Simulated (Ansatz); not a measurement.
A set of cells, compared by their density of states at the Fermi level.

Cell A: Ti2C (R-3m), 3 atoms in the cell; this is a cell from a database of computed structures that this text hasn't matched to a measured one; spin state with r2SCAN: run without spin, k-point mesh 12×12×12 on the run's own vectors.
```
Ti2C
1.0
   -1.53929     2.66613     0.00000
   -3.07858     0.00000     0.00000
   -1.53929     0.88871     4.82096
Ti C
2 1
Cartesian
 -1.53929   0.88871   1.27485
 -4.61787   2.66613   3.54610
 -3.07858   1.77742   2.41048
```

Cell B: Ti2C (Fd-3m), 12 atoms in the cell; this is a cell from a database of computed structures that this text hasn't matched to a measured one; spin state with r2SCAN: run without spin, k-point mesh 8×8×8 on the run's own vectors.
```
Ti2C
1.0
    0.00000     4.31053     4.31053
    4.31053     0.00000     4.31053
    4.31053     4.31053     0.00000
Ti C
8 4
Direct
  0.39391   0.86870   0.86870
  0.38130   0.38130   0.38130
  0.86870   0.39391   0.86870
  0.38130   0.38130   0.85609
  0.86870   0.86870   0.39391
  0.38130   0.85609   0.38130
  0.86870   0.86870   0.86870
  0.85609   0.38130   0.38130
  0.62500   0.62500   0.12500
  0.12500   0.62500   0.62500
  0.62500   0.62500   0.62500
  0.62500   0.12500   0.62500
```

Plane-wave PAW calculations with Ansatz (a program for electronic structure), its default PAW set, cutoff 500 eV. The structures are at rest with r2SCAN. Neutral cells; Fermi-Dirac smearing of at most 0.05 eV in the solids, energies taken to zero width. The structures are the rest points that the relaxations reached, not proven lowest. A dispersion term ran beside these levels; it doesn't touch the electrons. Both spins, broadened by a Gaussian of 0.2 eV on the run's mesh.

Give the density of states at the Fermi level (states/eV per atom) at the level r2SCAN, cell by cell.


```csv
cell,r2SCAN
A,0.63
B,0.44
```

With r2SCAN the value of A exceeds that of B by 0.19 states/eV per atom.
